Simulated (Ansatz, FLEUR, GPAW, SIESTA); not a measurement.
**Code comparison for MoTe2 (P6_3/mmc, 6 atoms in the cell)**

Self-consistent single point.

```
MoTe2
1.0
    1.75824    -3.04536     0.00000
    1.75824     3.04536     0.00000
    0.00000     0.00000    13.94604
Te Mo
4 2
Direct
  0.33333   0.66667   0.87900
  0.66667   0.33333   0.37900
  0.66667   0.33333   0.12100
  0.33333   0.66667   0.62100
  0.33333   0.66667   0.25000
  0.66667   0.33333   0.75000
```

Shared settings, as Ansatz (an electronic-structure program) writes them: kpoints.mp_grid.grid = 4 4 1; scf.occupations.method = fermi_dirac; scf.occupations.width = 0.05 eV. Potentials and cutoffs stand in the table.

| code | model | pressure (GPa) | largest force (eV/Å) | cutoff |
|---|---|---|---|---|
| GPAW | PBE, GPAW PAW datasets PBE (gpaw-data 1.0.1) | 2.58 | 0.124 | 550 eV |
| SIESTA | GGA PBE, numerical atomic orbitals DZP, PseudoDojo PBE standard norm-conserving potentials (rewritten from UPF to PSML) | 4.41 | 0.645 | grid 300 Ry |
| FLEUR | PBE, all-electron FLAPW (FLEUR), scalar-relativistic valence | – | 0.216 | Kmax 4.2 1/bohr |
| Ansatz | PBE, default PAW files | 3.21 | 0.193 | default |

A dash marks a value that a program does not give, or that is left out as unsure.

On Ansatz's run: spin-orbit coupling is off. Spin polarisation is off.

The spread over the programs that give each value: pressure within 1.83 GPa; largest force within 0.521 eV/Å.

SIESTA uses small atom-centred bases, whose incompleteness enters pressures, forces and empty levels differently from a plane-wave cutoff. FLEUR treats all electrons, but the usual bases taken here (sphere radii, linearisation, local orbitals, empty states) were not tested for convergence, so the values are no reference for the others. Ansatz's pressure is given at a fixed set of plane waves, as the other plane-wave codes print theirs; with its correction for the finite basis it is 3.24 GPa. In the pressure, SIESTA (by 1.52) lies more than 1 GPa from the median of the plane-wave programs. In the force vectors, SIESTA (by 0.486) lies more than 0.08 eV/Å from the median of the plane-wave programs.

This mesh misses zone-boundary points where a band edge of such crystals can lie, so no gaps are given.

On the base mesh (6 6 2) the same programs gave: Ansatz pressure 3.24 GPa; GPAW pressure 2.61 GPa; SIESTA pressure 4.42 GPa.

The starting cell has typed, rounded lattice constants, without a prior relaxation at this level. Its lattice was rescaled by a random factor within 2.5 % of one.

Left out of this page: CP2K (on another mesh); Elk (not drawn, or without a comparable value).

Keys are those of Ansatz 0.2.
